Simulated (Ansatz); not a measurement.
How far to go with the plane-wave cutoff: NbRu (P4mm, 2 atoms in the cell)

```yaml
crystal:
  lattice:
    - [3.06874, 0.00000, 0.00000]
    - [0.00000, 3.06874, 0.00000]
    - [0.00000, 0.00000, 3.44215]
  atoms:
    - { symbol: Nb, position: [0.00000, 0.00000, 0.01453] }
    - { symbol: Ru, position: [0.50000, 0.50000, 0.50000] }
```

Level of theory: LDA (PW92), default PAW files made with PBE (plane waves; Ansatz, a quantum-chemistry and plane-wave program).

Base settings: basis.ecutwfc = 420 eV; kpoints.mp_grid.grid = 11 11 10; hamiltonian.xc = lda; hamiltonian.pseudopotentials = {kind: paw} (the program's default PAW files); scf.occupations.method = fermi_dirac; scf.occupations.width = 0.1 eV.

The second cell is the first with its lattice scaled by 0.98.

The mesh stays at the base's, so the ladder's end is converged at best in this setting alone.

The first pressure column holds Ansatz's estimate of the finite-basis (Pulay) stress, which hides part of the cutoff error; the other is without it.

Only quantities that move along the ladder and can be compared are tabulated.

The count of work is k-points × plane waves × bands × iterations; it is no time. 

The starting cell comes from a database of computed structures (which also holds hypothetical and non-ambient phases and stackings), without a prior relaxation at this level. Its lattice was rescaled by up to half a per cent. One atom was moved a little off its site on purpose. Spin polarisation is off. In the base run, with a pressure of about -15 GPa the cell is away from its equilibrium volume at this level.

| basis.ecutwfc | free energy less the last step's (meV/atom) | energy of the compressed cell less the first (meV/atom) | pressure (GPa) | pressure without the Pulay estimate (GPa) | largest difference of a force vector from the last step's (eV/Å) | count of work / last |
|---|---|---|---|---|---|---|
| 145 eV | 33431.00 | -651.06 | -100.92 | -1000.59 | 0.816 | 0.084 |
| 170 eV | 15950.95 | -190.44 | -32.00 | -589.85 | 0.939 | 0.089 |
| 190 eV | 8397.37 | -55.57 | -10.65 | -363.49 | 0.396 | 0.11 |
| 210 eV | 4177.04 | 18.92 | -5.29 | -214.45 | 0.024 | 0.11 |
| 230 eV | 1983.72 | -16.39 | -10.51 | -124.62 | 0.110 | 0.13 |
| 250 eV | 925.47 | -47.38 | -14.86 | -73.88 | 0.099 | 0.12 |
| 295 eV | 146.68 | -51.47 | -15.33 | -27.78 | 0.003 | 0.16 |
| 335 eV | 22.28 | -49.82 | -14.95 | -17.43 | 0.004 | 0.20 |
| 380 eV | 2.11 | -49.06 | -14.84 | -15.08 | 0.000 | 0.23 |
| 420 eV | 0.79 | -49.08 | -14.84 | -14.86 | 0.000 | 0.28 |
| 460 eV | 0.56 | -49.10 | -14.85 | -14.86 | 0.000 | 0.31 |
| 505 eV | 0.36 | -49.11 | -14.85 | -14.86 | 0.000 | 0.35 |
| 565 eV | 0.25 | -49.11 | -14.85 | -14.85 | 0.000 | 0.42 |
| 630 eV | 0.15 | -49.11 | -14.85 | -14.85 | 0.000 | 0.50 |
| 735 eV | 0.08 | -49.11 | -14.85 | -14.85 | 0.000 | 0.64 |
| 840 eV | 0.03 | -49.11 | -14.85 | -14.85 | 0.000 | 0.76 |
| 1010 eV | 0.00 | -49.11 | -14.85 | -14.85 | 0.000 | 1.0 |

Coarsest basis.ecutwfc that holds the pressure without the Pulay estimate within 0.1 GPa of the last step, with all finer ones: 420 eV, at 0.28 of the last step's count of work; the step before is off by 0.23 GPa.

Coarsest basis.ecutwfc that holds the pressure within 0.2 GPa of the last step, with all finer ones: 335 eV, at 0.20 of the last step's count of work; the step before is off by 0.49 GPa.

Coarsest basis.ecutwfc that holds the free energy within 5 meV/atom of the last step, with all finer ones: 380 eV, at 0.23 of the last step's count of work; the step before is off by 22 meV/atom.

The energy difference between the two cells stays within 1 meV/atom of the last step's from 335 eV on, the total only from 420 eV on: much of the error is common to both cells and cancels.

At the lowest cutoff the pressure without the Pulay estimate lies 986 GPa under the last step's, the usual sign of Pulay stress in an incomplete plane-wave basis.

Keys are those of Ansatz 0.2.
